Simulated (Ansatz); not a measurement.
## InSb: strain along the normal

InSb (zinc blende, F-43m, 34.628 Å³/atom at rest) under an equal strain ε in the (111) plane with the normal axis free, as in a coherent film. PBEsol in Ansatz, a plane-wave DFT program (PAW, default set), 420 eV, 12×12×12 Γ-centred mesh, Fermi-Dirac smearing 0.05 eV; ions are relaxed within the symmetry of each cell.

Here s stands for strain and y for normal strain.

```
strain (%)  normal strain (%)
----------  -----------------
-1.25                    0.79
-0.83                    0.52
-0.42                    0.26
0.00                     0.00
0.42                    -0.25
0.83                    -0.50
1.25                    -0.76
2.50                        ?
```

**Question.** Fit y against s with a straight line, and predict the withheld value at s = 2.50.

**Answer.** Means: s 0, y 0.009. About the means, the sum of products is -2.9983 and the sum of squares of s is 4.8556; the slope is their ratio. Least squares gives y = 0.009 - 0.6175·s. Residuals (row less fit): 0.009, -0.002, -0.008, -0.009, 0.000, 0.004, 0.003; standard error 0.007 (degrees of freedom: 5). The slope, -0.62 ± 0.00, is the elastic response of the normal axis. At the withheld row, y = 0.009 - 0.6175 × 2.50 = -1.535%. The calculation gives -1.53%, which the fit meets to the printed digits. The row lies outside the fitted rows, so this is an extrapolation. From the scatter of the fitted rows alone, a prediction at this place has a standard error of 0.011%, so the miss is 0.5 times that.

This level leaves no gap over 0.05 eV at strain -1.25, -0.83, -0.42, 0.00, 0.42, 0.83, 1.25, 2.50, where the mesh may be coarse. Rows are the converged runs of the series near zero and its far end; series whose fitted rows scatter by over a few per cent of the range, as at a crossing or softening among them, aren't shown in this form. Most that stay on the fit to the last digits aren't either.
